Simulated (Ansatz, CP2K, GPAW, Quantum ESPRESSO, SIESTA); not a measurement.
# One structure in several programs: YCo2Ge2 (I4/mmm, 5 atoms in the cell)

Self-consistent single point.

```
CELL_PARAMETERS angstrom
     -1.97187     1.97187     5.04209
      1.97187    -1.97187     5.04209
      1.97187     1.97187    -5.04209
ATOMIC_POSITIONS crystal
  Y  0.00000 0.00000 0.00000
  Co 0.75000 0.25000 0.50000
  Co 0.25000 0.75000 0.50000
  Ge 0.62888 0.62888 0.00000
  Ge 0.37112 0.37112 0.00000
```

All programs got the same cell, k-point mesh and kind of occupations (in Ansatz's words: kpoints.mp_grid.grid = 7 7 7; scf.occupations.method = gaussian; scf.occupations.width = 0.2 eV); potentials, basis and cutoffs are each program's usual ones.

```csv
code,model,pressure (GPa),largest force (eV/Å),k-points,cutoff
Ansatz,"LDA (PW92), PAW files made with PBE",-7.84,0.220,40,default
Quantum ESPRESSO,"LDA (PZ), PSlibrary ultrasoft (LDA) pseudopotentials",-6.72,0.057,40,55 Ry
GPAW,"LDA (Perdew-Wang 92), GPAW PAW datasets LDA (gpaw-data 1.0.1)",-7.39,0.171,40,850 eV
SIESTA,"LDA PW92, numerical atomic orbitals DZP, PseudoDojo LDA standard norm-conserving potentials (rewritten from UPF to PSML)",-6.74,0.216,172,grid 300 Ry
CP2K,"LDA (Pade form), GPW, DZVP-MOLOPT-SR-GTH basis, GTH-PADE potentials (GTH_POTENTIALS)",-8.25,0.232,172,grid 600 Ry
```

The spread over the programs that give each value: pressure within 1.53 GPa; largest force within 0.175 eV/Å.

The starting cell comes from a database of computed structures (which also holds hypothetical and non-ambient phases and stackings), without a prior relaxation at this level. Its lattice was rescaled by a random factor within 2.5 % of one. On Ansatz's run: Spin polarisation is off. In the base run, with a pressure of about -8 GPa the cell is away from its equilibrium volume at this level.

Question: Why do the programs differ, and what cannot be compared?

Answer: Differences of this kind can come from the potentials, where these differ, and from what each basis and cutoff leave unconverged. The valence holds different numbers of electrons (Ansatz (a program for electronic structure) 73, Quantum ESPRESSO 37, GPAW 37, SIESTA 73, CP2K 53). The zero of total energies and Fermi levels follows the potentials and each program's conventions, so they are not compared here. SIESTA and CP2K use small atom-centred bases, whose incompleteness enters pressures, forces and empty levels differently from a plane-wave cutoff. Ansatz's pressure is given at a fixed set of plane waves, as the other plane-wave codes print theirs; with its correction for the finite basis it is -7.77 GPa. The same LDA comes in different parametrisations, which differ slightly. The programs reduce the same mesh by symmetry to different extents, which changes the work and not the result. In the force vectors, Quantum ESPRESSO (by 0.113) lies more than 0.08 eV/Å from the median of the plane-wave programs.

Left out of this page: ABINIT (stopped by limits of time or memory); Elk (not drawn, or without a comparable value); FLEUR (with a known weakness of the program).

Keys are those of Ansatz 0.2.
